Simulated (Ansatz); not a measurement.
We consider CaGe2 (R-3m, No. 166, 3 atoms in the cell; start mp-567456), described by LDA (Ansatz, a program for electronic structure, PAW).

Numerical settings: plane-wave cutoff 520 eV, 16×16×16 k mesh, Fermi–Dirac smearing 0.05 eV, scalar-relativistic PAW data made under PBE.

Cell (relaxed at this level):

```cif
data_CaGe2
_chemical_formula_sum 'Ca1 Ge2'
_space_group_name_H-M_alt 'P 1'
_space_group_IT_number 1
_cell_length_a 5.59514
_cell_length_b 5.59514
_cell_length_c 5.59514
_cell_angle_alpha 40.864
_cell_angle_beta 40.864
_cell_angle_gamma 40.864
loop_
_space_group_symop_operation_xyz
  'x, y, z'
loop_
_atom_site_label
_atom_site_type_symbol
_atom_site_fract_x
_atom_site_fract_y
_atom_site_fract_z
_atom_site_occupancy
Ca1 Ca 0.00000 0.00000 0.00000 1
Ge1 Ge 0.79748 0.79748 0.79748 1
Ge2 Ge 0.20252 0.20252 0.20252 1
```

Question: Predict the bulk modulus.

Answer: 
* **bulk modulus**: 60.6 GPa

The run finds no gap.

Note: the bulk modulus is −V dP/dV from two relaxed cells at ±2 % in volume; the relaxation could not lower the start's symmetry, so the cell can be a saddle point above a distorted one.

Computed values are for the static lattice.

It cost about 2.9 core-minutes (a rough figure) of CPU time.

A start named mp-… is a Materials Project structure, which need not be a measured phase.
